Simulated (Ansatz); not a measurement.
The starting structures come from a database of crystals and need not be the phases stable at ambient conditions.

 Where the default PAW files enter, the runs use the earlier of Ansatz's two default sets.

Inside the gap of an insulator the Bloch states are evanescent, with a wavenumber k + iκ along the transport direction.

Data:

```yaml
crystal:
  lattice:
    - [6.08914, 0.00000, 0.00000]
    - [-3.01062, 5.34775, 0.00000]
    - [-3.04002, -1.75527, 4.97543]
  atoms:
    - { symbol: Ba, position: [0.49408, 0.74213, 0.24805] }
    - { symbol: Ba, position: [0.50592, 0.25787, 0.75195] }
    - { symbol: La, position: [0.00000, 0.00000, 0.00000] }
    - { symbol: Ta, position: [0.00000, 0.50000, 0.50000] }
    - { symbol: O, position: [0.45615, 0.68871, 0.69432] }
    - { symbol: O, position: [0.54385, 0.31129, 0.30568] }
    - { symbol: O, position: [0.00561, 0.31129, 0.76744] }
    - { symbol: O, position: [0.99439, 0.68871, 0.23256] }
    - { symbol: O, position: [0.93332, 0.20672, 0.27340] }
    - { symbol: O, position: [0.06668, 0.79328, 0.72660] }
```

Space group of this cell: C2/m. The cell is taken as given.

Transport runs along the normal of the first two printed cell vectors.

The gap is the functional's own, uncorrected, and κ follows it; spin-orbit coupling is left out. Mid-gap values are interpolated between the computed energies.

Compute, with r2SCAN (Ansatz, a quantum-chemistry and plane-wave program), the band gap and the smallest decay constant κ at mid-gap.

Gap 4.16 eV on a 8×8×8 mesh; κ = 0.400 1/Å, at the zone centre.
